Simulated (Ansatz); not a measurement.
IrRhN2 (model structure, started from the PtCoO2 type, R-3m, No. 166, 4 atoms in the cell), treated with PBEsol (PAW; Ansatz, an electronic-structure program).

Numerical settings: plane-wave cutoff 520 eV, 22×22×22 k mesh, Fermi–Dirac smearing 0.05 eV, no spin polarisation, scalar-relativistic PAW data made under PBE.

Cell (relaxed at this level):

```cif
data_Ir3N6Rh3
_chemical_formula_sum 'Ir3 Rh3 N6'
_space_group_name_H-M_alt 'R-3m :H'
_space_group_IT_number 166
_space_group_name_Hall '-R 3 2"'
_cell_length_a 2.86398
_cell_length_b 2.86398
_cell_length_c 18.81436
_cell_angle_alpha 90.000
_cell_angle_beta 90.000
_cell_angle_gamma 120.000
loop_
_atom_site_label
_atom_site_type_symbol
_atom_site_symmetry_multiplicity
_atom_site_Wyckoff_symbol
_atom_site_fract_x
_atom_site_fract_y
_atom_site_fract_z
_atom_site_occupancy
Ir1 Ir 3 b 0.00000 0.00000 0.50000 1
Rh1 Rh 3 a 0.00000 0.00000 0.00000 1
N1 N 6 c 0.00000 0.00000 0.10196 1
```
(The calculation used a cell of 4 atoms; values per cell refer to that cell.)

Question: What does this level give for the bulk modulus?

Answer: 
* **bulk modulus**: 205 GPa

Note: the run has no spin polarisation, so it can have missed a magnetic state; the bulk modulus is −V dP/dV from two relaxed cells at ±2 % in volume; the relaxation could raise the start's symmetry but not lower it, so the cell can be a saddle point.

Spin–orbit coupling is not included; it can open a gap where bands touch, and shift volumes and moduli.

Computed values are for the static lattice.

Cost on a shared machine: very roughly 7 core-minutes.

A model structure was made by putting elements into a prototype or built by hand; it is no filed structure, need not be a known phase, and can be a saddle point held by its symmetry.
